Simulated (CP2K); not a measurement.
Band structure of Cu₂WSe₄ (I-42m, 7 atoms in the cell).

```
CELL_PARAMETERS angstrom
      6.84786     0.00000     0.00000
      2.33334     6.43807     0.00000
     -4.59060    -3.21903     3.93159
ATOMIC_POSITIONS crystal
  Cu 0.00000 0.50000 0.50000
  Cu 0.50000 0.00000 0.50000
  W  0.00000 0.00000 0.00000
  Se 0.88287 0.36733 0.00000
  Se 0.63267 0.63267 0.51554
  Se 0.36733 0.88287 0.00000
  Se 0.11713 0.11713 0.48446
```

Method of the run: PBEsol, GPW, DZVP-MOLOPT-SR-GTH basis, GTH-PBE potentials (GTH_POTENTIALS) in CP2K 2026.2.

Settings: CUTOFF = 600 Ry; REL_CUTOFF = 50 Ry; SMEAR/METHOD = FERMI_DIRAC; ELECTRONIC_TEMPERATURE = 116.05 K; KPOINTS/SCHEME = MONKHORST-PACK 3 3 3; XC_FUNCTIONAL = PBE:PBESOL; Cu/BASIS_SET = DZVP-MOLOPT-SR-GTH-q11; Cu/POTENTIAL = GTH-PBE-q11; W/BASIS_SET = DZVP-MOLOPT-SR-GTH-q14; W/POTENTIAL = GTH-PBE-q14; Se/BASIS_SET = DZVP-MOLOPT-SR-GTH-q6; Se/POTENTIAL = GTH-PBE-q6; METHOD = GPW; EPS_DEFAULT = 1e-10.

The starting cell comes from a database of computed structures (which also holds hypothetical and non-ambient phases and stackings), without a prior relaxation at this level. Spin-orbit coupling is off. Values carry the incompleteness of an atom-centred basis. The potentials were made for another functional than the one used.

Q: Predict the gap along the standard path and the places of the band edges.

A: The gap along the path is 1.30 eV, from X to Z; the smallest direct gap on it is 1.54 eV. Another conduction valley lies within 0.1 eV, so the order of the valleys is not sure.

Levels in eV from the top of the valence band on the SCF mesh, bands 27 to 31:
| point | 27 | 28 | 29 | 30 | 31 |
|---|---|---|---|---|---|
| Γ | -1.66 | -0.49 | -0.49 | -0.49 | 1.63 |
| X | -1.55 | -0.37 | 0.31 | 0.31 | 1.85 |
| Y | -1.52 | -0.41 | 0.07 | 0.19 | 1.92 |
| S | -1.39 | -0.79 | -0.52 | 0.02 | 1.76 |
| Z | -1.24 | -0.54 | -0.43 | -0.43 | 1.60 |
| S1 | -1.39 | -0.79 | -0.52 | 0.02 | 1.76 |
| N | -1.38 | -0.80 | -0.46 | 0.01 | 1.77 |
| P | -1.56 | -0.05 | -0.05 | 0.31 | 2.04 |
| Y1 | -1.52 | -0.41 | 0.07 | 0.19 | 1.92 |

Higher empty bands are left out: an atom-centred basis made for the valence describes them poorly.
